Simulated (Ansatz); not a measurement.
# NaF (model structure, started from the NiAs type, P6₃/mmc, No. 194, 4 atoms in the cell)

Method: PBEsol in Ansatz (PAW).

Run with plane-wave cutoff 520 eV, 12×12×8 k mesh (along the axes of the cell as run), Fermi–Dirac smearing 0.01 eV, scalar-relativistic PAW data made under PBE.

Cell (relaxed at this level):

```xyz
4
Lattice="3.2015 0.0000 0.0000 -1.6008 2.7726 0.0000 0.0000 0.0000 5.6139" Properties=species:S:1:pos:R:3 pbc="T T T"
Na     0.0000     0.0000     0.0000
Na     0.0000     0.0000     2.8069
F      0.0000     1.8484     1.4035
F      1.6008     0.9242     4.2104
```

band gap: 6.10 eV (on the SCF k mesh)
bulk modulus: 47.6 GPa

Note: the bulk modulus is −V dP/dV from two relaxed cells at ±2 % in volume; the relaxation could raise the start's symmetry but not lower it, so the cell can be a saddle point.

The computed numbers hold no vibrational or temperature effects.

The result took very roughly 60 core-seconds.

A model structure was made by putting elements into a prototype or built by hand; it is no filed structure, need not be a known phase, and can be a saddle point held by its symmetry.

Ansatz is a first-principles code.
